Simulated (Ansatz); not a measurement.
# Worked sum: formation energy of NiSb (NiAs type, P6₃/mmc) from the elements

This concerns the formation energy of NiSb (NiAs type, P6₃/mmc) from the elements. Reaction: Ni (fcc) + Sb (R-3m) → NiSb (NiAs type). The sign is products less reactants. The value is per atom of the solid.

NiSb (NiAs type, P6₃/mmc), 4 atoms in the cell; spin state with PBE: no moments. Conventional cell: a = b = 3.920 Å, c = 5.101 Å, α = β = 90.00°, γ = 120.00°.

Ni (fcc, Fm-3m), 1 atom in the cell; spin state with PBE: net moment 0.6 μB a cell.

Setting: static, neutral cells in Ansatz (PAW) whose structures rest at the PBE+D3(BJ) level. Ansatz (a program for electronic structure) runs with its default PAW set. Other levels take these structures. The lattices are those relaxed with PBE+D3(BJ), so at other levels the solids can be strained, which adds to the spread. The runs are scalar-relativistic, without spin-orbit coupling. No search over spin orders was made beyond those shown.

Total energies of the cells in eV, at zero smearing width. They compare only within one column; the weights balance every element.

```csv
cell,atoms,weight,r2SCAN+D4,RPBE
Ni (fcc),1,−2,-5845.45083,-5844.71224
Sb (R-3m),2,−1,-12998.57270,-12986.30524
NiSb (NiAs type),4,+1,-24690.59526,-24676.68604
```

r2SCAN+D4: − 2 × (-5845.45083) − (-12998.57270) + (-24690.59526) = -1.121 eV; dividing by 4 atoms gives -0.28 eV/atom.

RPBE: − 2 × (-5844.71224) − (-12986.30524) + (-24676.68604) = -0.956 eV; dividing by 4 atoms gives -0.24 eV/atom.

What follows from the r2SCAN+D4 value: A formula unit of NiSb has 2 atoms, so it forms with -0.2802 × 2 = -0.560 eV, or -54.0 kJ/mol at 96.485 kJ/mol per eV.
